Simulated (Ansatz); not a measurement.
## TaAgO3: O → Te

Consider TaAgO3 in the cubic perovskite structure (space group Pm-3m, No. 221; a = 3.951 Å; a cell from a computed database, its experimental status unchecked).

It is then changed as follows: Te takes the place of O on all its sites, then cell and atoms are relaxed.

Computed with plane-wave PAW DFT at the PBEsol level (Ansatz, a program for electronic structure, 420 eV), scalar-relativistic without spin-orbit coupling. Γ-centred 9×9×9 mesh, Fermi–Dirac width 0.05 eV, for the changed cell.

```csv
quantity,base,changed,shift
volume per atom,12.34 Å³,30.52 Å³,+18.18 Å³
lattice parameter a,3.951 Å,5.344 Å,+1.393 Å
shortest interatomic distance,1.976 Å,2.672 Å,+0.696 Å
band gap,1.62 eV,zero,–
```

Cost of the whole job for the changed cell (relaxation, final SCF and bands): roughly 2.5 core-minutes.

With Ta present, leaving out spin-orbit coupling can change the band edges. Whether these cells are dynamically stable was not tested. As relaxed here, TaAgTe3 is a hypothetical phase, not in the database extracts checked. The final runs are not spin-polarised. Many cubic perovskites are stable only at high temperature; tilts and polar distortions were not tested. TaAgTe3 has a high density of states at the Fermi level and may be magnetic at this level.
